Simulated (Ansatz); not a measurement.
Base system: CuI in the zinc blende structure (space group F-43m, No. 216; a = 6.078 Å).

(Cell as relaxed with PBE.)

Levels (all Ansatz, a quantum-chemistry and plane-wave program, PAW, earlier PAW set): PBE (420 eV, without spin-orbit coupling); r2SCAN (500 eV, no spin-orbit coupling).

Each level relaxes its own structure.

```tsv
base	PBE	r2SCAN
volume per atom	28.06 Å³	27.28 Å³
lattice parameter a	6.078 Å	6.021 Å
band gap	1.10 eV	1.67 eV
```

Perturbation: full substitution Cu → Mn; the structure is relaxed again.

| quantity | PBE | r2SCAN |
|---|---|---|
| magnetic state | ferromagnetic | ferromagnetic |
| largest site moment | 3.75 μB | 3.91 μB |
| volume per atom | 30.56 Å³ | 30.59 Å³ |

PBE's largest site moment lies 0.169 μB below r2SCAN's; PBE's volume per atom lies 0.03 Å³ below r2SCAN's (0.1 %); the two agree on the magnetic state. Neither level is exact; r2SCAN is the comparison here, not a measurement.

The magnetic state is the one reached from the starting moments; the real material's order can differ, and small cells can't hold many antiferromagnetic ones. Spin-orbit coupling, missing from the scalar runs, can matter with I. Whether these cells are dynamically stable was not tested. As relaxed here, MnI is a hypothetical phase, not in the database extracts checked. Spin-polarised in the final run: PBE MnI and r2SCAN MnI; the other runs are not.
